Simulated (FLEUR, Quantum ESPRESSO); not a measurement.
A Quantum ESPRESSO input for a self-consistent single point of Sr2CdAu3 (Cm, 6 atoms in the cell) (DFT, LDA (PZ), plane waves, GBRV 1.5 ultrasoft (LDA) pseudopotentials):

```fortran
&CONTROL
 calculation = 'scf'
 prefix = 'scf'
 outdir = './tmp/'
 pseudo_dir = './'
 tprnfor = .true.
 tstress = .true.
/
&SYSTEM
 ibrav = 0
 nat = 6
 ntyp = 3
 ecutwfc = 40
 ecutrho = 320
 occupations = 'smearing'
 smearing = 'gauss'
 degauss = 0.0036749
/
&ELECTRONS
 conv_thr = 1e-10
 mixing_beta = 0.7
/
ATOMIC_SPECIES
Sr    87.6200  sr_lda_v1.uspp.F.UPF
Cd   112.4140  cd_lda_v1.uspp.F.UPF
Au   196.9666  au_lda_v1.uspp.F.UPF
ATOMIC_POSITIONS {crystal}
Sr    0.544450000    0.544450000    0.800420000
Sr    0.454260000    0.454260000    0.204990000
Cd    0.165900000    0.165900000    0.601560000
Au    0.841830000    0.841830000    0.390840000
Au    0.832580000    0.832580000    0.792220000
Au    0.160990000    0.160990000    0.209960000
K_POINTS {automatic}
4 4 3  0 0 0
CELL_PARAMETERS {bohr}
  10.595582887    -4.605597047     0.000000000
  10.595582887     4.605597047     0.000000000
  -9.675416655     0.000000000    10.810270893
```

Q: Translate this input to FLEUR.

A: This is the input that was run; spellings and numerical settings could be chosen otherwise.

Input of the input generator:

```
Sr2CdAu3
&input film=f /
10.5955828869 -4.6055970472 -0.0000000000
10.5955828869 4.6055970472 -0.0000000000
-9.6754166553 0.0000000000 10.8102708925
1.0
1.0 1.0 1.0

6
38 0.5444500000 0.5444500000 0.8004200000
38 0.4542600000 0.4542600000 0.2049900000
48 0.1659000000 0.1659000000 0.6015600000
79 0.8418300000 0.8418300000 0.3908400000
79 0.8325800000 0.8325800000 0.7922200000
79 0.1609900000 0.1609900000 0.2099600000

&comp jspins=1 /
&exco xctyp='pz' /
&kpt div1=4 div2=4 div3=3 gamma=t /
&end /
```

```xml
<?xml version="1.0" encoding="UTF-8" standalone="no"?>
<fleurInput fleurInputVersion="0.39">
   <comment>
      Sr2CdAu3                                                                                            
   </comment>
   <calculationSetup>
      <cutoffs Kmax="4.1" Gmax="16.4" GmaxXC="16.4" numbands="0"/>
      <scfLoop itmax="60" minDistance="0.00001" maxIterBroyd="99" imix="Anderson" alpha="0.05" precondParam="0.0" spinf="2.0"/>
      <coreElectrons ctail="T" frcor="F" kcrel="0" coretail_lmax="0"/>
      <xcFunctional name="pz" relativisticCorrections="F"/>
      <magnetism jspins="1"/>
      <soc l_soc="F" theta="0.0" phi="0.0" spav="F"/>
      <expertModes spex="0" secvar="F"/>
      <geometryOptimization l_f="T" forcealpha="1.0" forcemix="BFGS" epsdisp="0.00001" epsforce="0.00001"/>
      <ldaU l_linMix="F" mixParam="0.05" spinf="1.0"/>
   </calculationSetup>
   <cell>
      <bzIntegration valenceElectrons="89.0" mode="gauss" fermiSmearingEnergy="0.00183747">
         <kPointListSelection listName="default-1"/>
         <!-- k-points included here -->
         <xi:include xmlns:xi="http://www.w3.org/2001/XInclude" href="kpts.xml"> </xi:include>
      </bzIntegration>
      <!-- symmetry operations included here -->
      <xi:include xmlns:xi="http://www.w3.org/2001/XInclude" href="sym.xml"> </xi:include>
      <bulkLattice scale="1.0">
         <bravaisMatrix>
            <row-1>   10.5955828869000008    -4.6055970471999998     0.0000000000000000</row-1>
            <row-2>   10.5955828869000008     4.6055970471999998     0.0000000000000000</row-2>
            <row-3>   -9.6754166552999994     0.0000000000000000    10.8102708925000002</row-3>
         </bravaisMatrix>
      </bulkLattice>
   </cell>
   <atomSpecies>
      <species name="Strontium (Sr)" element="Sr" atomicNumber="38">
         <mtSphere radius="2.63" gridPoints="925" logIncrement="0.014"/>
         <atomicCutoffs lmax="10" lnonsphr="8"/>
         <electronConfig flipSpins="F">
            <coreConfig>(1s1/2) (2s1/2) (2p1/2) (2p3/2) (3s1/2) (3p1/2) (3p3/2) (3d3/2) (3d5/2)</coreConfig>
            <valenceConfig>(4s1/2) (4p1/2) (4p3/2) (5s1/2)</valenceConfig>
         </electronConfig>
         <energyParameters s="5" p="5" d="4" f="4"/>
         <lo type="SCLO" l="0" n="4" eDeriv="0"/>
         <lo type="SCLO" l="1" n="4" eDeriv="0"/>
      </species>
      <species name="Cadmium (Cd)" element="Cd" atomicNumber="48">
         <mtSphere radius="2.43" gridPoints="857" logIncrement="0.015"/>
         <atomicCutoffs lmax="10" lnonsphr="8"/>
         <electronConfig flipSpins="F">
            <coreConfig>(1s1/2) (2s1/2) (2p1/2) (2p3/2) (3s1/2) (3p1/2) (3p3/2) (4s1/2) (3d3/2) (3d5/2)</coreConfig>
            <valenceConfig>(4p1/2) (4p3/2) (5s1/2) (4d3/2) (4d5/2)</valenceConfig>
         </electronConfig>
         <energyParameters s="5" p="5" d="4" f="4"/>
         <lo type="SCLO" l="1" n="4" eDeriv="0"/>
         <lo type="HELO" l="2" n="5" eDeriv="0"/>
      </species>
      <species name="Gold (Au)" element="Au" atomicNumber="79">
         <mtSphere radius="2.43" gridPoints="857" logIncrement="0.016"/>
         <atomicCutoffs lmax="10" lnonsphr="8"/>
         <electronConfig flipSpins="F">
            <coreConfig>(1s1/2) (2s1/2) (2p1/2) (2p3/2) (3s1/2) (3p1/2) (3p3/2) (4s1/2) (3d3/2) (3d5/2) (4p1/2) (4p3/2) (5s1/2) (4d3/2) (4d5/2) (4f5/2) (4f7/2)</coreConfig>
            <valenceConfig>(5p1/2) (5p3/2) (6s1/2) (5d3/2) (5d5/2)</valenceConfig>
            <stateOccupation state="(6s1/2)" spinUp="0.5" spinDown="0.5"/>
         </electronConfig>
         <energyParameters s="6" p="6" d="5" f="5"/>
         <lo type="SCLO" l="1" n="5" eDeriv="0"/>
         <lo type="HELO" l="2" n="6" eDeriv="0"/>
      </species>
   </atomSpecies>
   <atomGroups>
      <atomGroup species="Strontium (Sr)">
         <relPos label="                   1">-.4555500000 -.4555500000 -.1995800000</relPos>
         <force calculate="T" relaxXYZ="TTT"/>
      </atomGroup>
      <atomGroup species="Strontium (Sr)">
         <relPos label="                   2">.4542600000 .4542600000 .2049900000</relPos>
         <force calculate="T" relaxXYZ="TTT"/>
      </atomGroup>
      <atomGroup species="Cadmium (Cd)">
         <relPos label="                   3">.1659000000 .1659000000 -.3984400000</relPos>
         <force calculate="T" relaxXYZ="TTT"/>
      </atomGroup>
      <atomGroup species="Gold (Au)">
         <relPos label="                   4">-.1581700000 -.1581700000 .3908400000</relPos>
         <force calculate="T" relaxXYZ="TTT"/>
      </atomGroup>
      <atomGroup species="Gold (Au)">
         <relPos label="                   5">-.1674200000 -.1674200000 -.2077800000</relPos>
         <force calculate="T" relaxXYZ="TTT"/>
      </atomGroup>
      <atomGroup species="Gold (Au)">
         <relPos label="                   6">.1609900000 .1609900000 .2099600000</relPos>
         <force calculate="T" relaxXYZ="TTT"/>
      </atomGroup>
   </atomGroups>
   <output dos="F" band="F" slice="F">
      <checks vchk="F" cdinf="F"/>
      <bandDOS minEnergy="-.5*Htr" maxEnergy="0.5*Htr" sigma="0.015" storeEVData="T"/>
      <vacuumDOS vacdos="F" integ="F" star="F" nstars="0" locx1="0.0" locy1="0.0" locx2="0.0" locy2="0.0" nstm="0" tworkf="0.0"/>
      <unfoldingBand unfoldBand="F" supercellX="1" supercellY="1" supercellZ="1"/>
      <plotting iplot="0" polar="F">
         <plot TwoD="T" vec1="  1.0  0.0  0.0" vec2="  0.0  1.0  0.0" vec3="  0.0  0.0  1.0" zero="  0.0  0.0  0.0" file="plot"/>
      </plotting>
      <chargeDensitySlicing numkpt="0" minEigenval="0.0" maxEigenval="0.0" nnne="0" pallst="F"/>
      <specialOutput eonly="F"/>
      <magneticCircularDichroism mcd="F" energyLo="-10.0" energyUp="0.0"/>
   </output>
  <!-- We include the file relax.xml here to enable relaxations (see documentation) -->
  <xi:include xmlns:xi="http://www.w3.org/2001/XInclude" href="relax.xml"> <xi:fallback/> </xi:include>
</fleurInput>
```

Basis settings and potentials, where a program has them, do not carry over. This input uses DFT, LDA (Perdew-Zunger), all-electron FLAPW (FLEUR), scalar-relativistic valence. LDA parametrisations can differ slightly between programs.

The starting cell comes from a database of computed structures (which also holds hypothetical and non-ambient phases and stackings), without a prior relaxation at this level. Its lattice was rescaled by a random factor within 2.5 % of one.
